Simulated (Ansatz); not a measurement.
Worked example: self-consistent single point of SrNi2As2 (I4mm, 5 atoms in the cell) in Ansatz (an electronic-structure program).

Method of the run: LDA (PW92), default PAW files made with PBE (plane waves; Ansatz).

```
CELL_PARAMETERS angstrom
     -2.04681     2.04681     5.52308
      2.04681    -2.04681     5.52308
      2.04681     2.04681    -5.52308
ATOMIC_POSITIONS crystal
  Sr 0.00453 0.00453 0.00000
  Ni 0.75000 0.25000 0.50000
  Ni 0.25000 0.75000 0.50000
  As 0.64527 0.64527 0.00000
  As 0.35473 0.35473 0.00000
```

Reference input (self-consistent single point, DFT, LDA (PW92), plane waves, default PAW files made with PBE): basis.ecutwfc = 420 eV; kpoints.mp_grid.grid = 9 9 9; hamiltonian.xc = lda; hamiltonian.pseudopotentials = {kind: paw} (the program's default PAW files); scf.occupations.method = fermi_dirac; scf.occupations.width = 0.1 eV. This run's input differs from it in these lines:

Ansatz 0.2 input:
```diff
@@ -15,3 +15,3 @@
   mp_grid:
-    grid: [9, 9, 9]
+    grid: [15, 15, 15]
 hamiltonian:
@@ -22,4 +22,4 @@
   occupations:
-    method: fermi_dirac
-    width: 0.1
+    method: methfessel_paxton
+    width: 1.0
 output:
```

Output, abridged:

```
SCF iter   1: F=—  HF=-24541.919353 eV  |F-HF|=—  |Δ(HF+E_count)|=         —  Δρ=1.26e-2  dr2=6.82e-2  ethr=1.77e-3  ⟨swp⟩=7.8  Hψ=60969  notcnv=0
all-band conjugate gradients solve this SCF's bands
preconditioner: auto → Kerker (q_TF=auto, 2.640 Å⁻¹)
SCF iter   2: F=—  HF=-24541.912093 eV  |F-HF|=—  |Δ(HF+E_count)|=   7.26e-3  S|Δr|=    0.00e0  Δρ=5.31e-3  dr2=1.21e-2  ethr=8.97e-5  ⟨swp⟩=2.0  Hψ=20513  notcnv=0
   [... lines left out ...]
SCF iter   7: F=—  HF=-24541.910139 eV  |F-HF|=—  |Δ(HF+E_count)|=   1.25e-6  S|Δr|=    0.00e0  Δρ=3.53e-5  dr2=3.29e-6  ethr=1.24e-8  ⟨swp⟩=1.6  Hψ=15924  notcnv=0
SCF iter   8: F=—  HF=-24541.910138 eV  |F-HF|=—  |Δ(HF+E_count)|=   7.46e-7  S|Δr|=    0.00e0  Δρ=1.11e-5  dr2=2.37e-7  ethr=4.34e-9  ⟨swp⟩=2.4  Hψ=21977  notcnv=0
SCF iter   9: F=-24541.910138 eV  HF=-24541.910138 eV  |F-HF|=4.19e-8  |Δ(HF+E_count)|=   5.72e-8  S|Δr|=    0.00e0  Δρ=4.29e-6  dr2=4.97e-8  ethr=1.32e-10  ⟨swp⟩=10.3  Hψ=69180  notcnv=0
SCF 1 converged in 9 iterations: F = -24541.910138 eV  dr2 = 4.97e-8
Stability not checked (fill_not_monotonic)
Free energy (F): -24541.910138 eV
Internal energy: -24541.968911 eV  (E = F + TS)
E sigma→0 (E₀):  -24541.924831 eV
Entropy (-TS):   0.058773 eV (11.755 meV/atom)
Fermi energy:    12.190835 eV
--- Forces (eV/Å), atoms counted from 1 ---
  atom   1  Sr     0.00000000     0.00000000    -0.13756300
  atom   2  Ni     0.00000000     0.00000000     0.04609172
  atom   3  Ni    -0.00000000    -0.00000000     0.04609172
  atom   4  As     0.00000000     0.00000000     0.23564959
  atom   5  As    -0.00000000     0.00000000    -0.19025460
--- Stress (GPa, compression-positive) ---
       -7.266552       0.000000       0.000000
        0.000000      -7.266552       0.000000
        0.000000       0.000000      -6.149190
  P = ⅓ Tr σ = -6.8941 GPa (-68.941 kbar)
  The stress holds the Pulay correction. Without it, at fixed plane waves, as pw.x and ABINIT print it: P = -6.9332 GPa
```

The run converged in 9 iterations. Against the reference run the free energy goes up by 11.6 meV/atom, the pressure goes from -6.53 to -6.89 GPa and the largest force goes from 0.258 to 0.236 eV/Å.

The starting cell comes from a database of computed structures (which also holds hypothetical and non-ambient phases and stackings), without a prior relaxation at this level. Its lattice was rescaled by up to half a per cent. One atom was moved a little off its site on purpose. Spin polarisation is off, so a magnetic state, if there is one, cannot be reached. With a pressure of about -7 GPa the cell is away from its equilibrium volume at this level. Ansatz's pressure includes its estimate of the finite-basis (Pulay) stress.

Cost on one core of a shared machine: roughly 2 min.
